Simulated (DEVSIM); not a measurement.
Model (solved in DEVSIM): 1D drift-diffusion, Boltzmann statistics, complete ionisation; no tunnelling, impact ionisation, image-force lowering or self-heating. Metal contacts follow the ideal Schottky-Mott rule: no Fermi-level pinning, no interface dipoles.

Structure: Schottky contact on n-type Ge, at 300 K.

| layer (left to right) | material | thickness (μm) | Nd (cm⁻³) | τn (s) | τp (s) |
|---|---|---|---|---|---|
| 1 | Ge | 9.20 | 2.3e17 | 2.7e-5 | 2.7e-5 |
| 2 | Ge | 30.0 | 1.5e18 | 2.7e-5 | 2.7e-5 |

Left contact: Schottky, work function 4.31 eV, emission velocity 7.3e6 cm/s. Right contact: ohmic. Voltage is applied to the left contact. Recombination: SRH at mid-gap, Auger. Mobility is μmin + (μ − μmin)/(1 + (N/Nref)^α).

This is a model device: material constants are rounded textbook-type values typed into the input, and sizes, dopings and lifetimes were drawn at random. Values at 300 K; Nc and Nv go as T^1.5, mobilities as T to minus their exponent, the gap by Varshni's rule with the affinity fixed.

| parameter | Ge |
|---|---|
| gap (eV) | 0.664 |
| affinity (eV) | 4 |
| permittivity | 16 |
| Nc (cm⁻³) | 1.04e19 |
| Nv (cm⁻³) | 6e18 |
| μn (cm²/Vs) | 3900 |
| μp (cm²/Vs) | 1900 |
| μn,min | 150 |
| μp,min | 100 |
| Nref,n | 2.6e17 |
| Nref,p | 4e17 |
| αn | 0.56 |
| αp | 0.6 |
| T exponent of μn | 1.66 |
| T exponent of μp | 2.33 |
| Cn (cm⁶/s) | 1e-31 |
| Cp (cm⁶/s) | 1e-31 |
| Varshni α (eV/K) | 0.000477 |
| Varshni β (K) | 235 |

One input was changed, with this effect: potential step across the device at zero bias 0.260 → 0.245 V.

Question: Which change was it?
(A) constant mobility in place of the doping-dependent one
(B) temperature 300 → 350 K
(C) Auger recombination switched off
(D) thickness of layer 1 9.2 → 28 μm
(E) minority lifetime in layer 2 2.7e-05 → 2.7e-06 s
(F) minority lifetime in layer 1 2.7e-05 → 0.00027 s
(G) doping Nd of layer 1 2.3e+17 → 6.9e+17 cm^-3

Answer: B, temperature 300 → 350 K
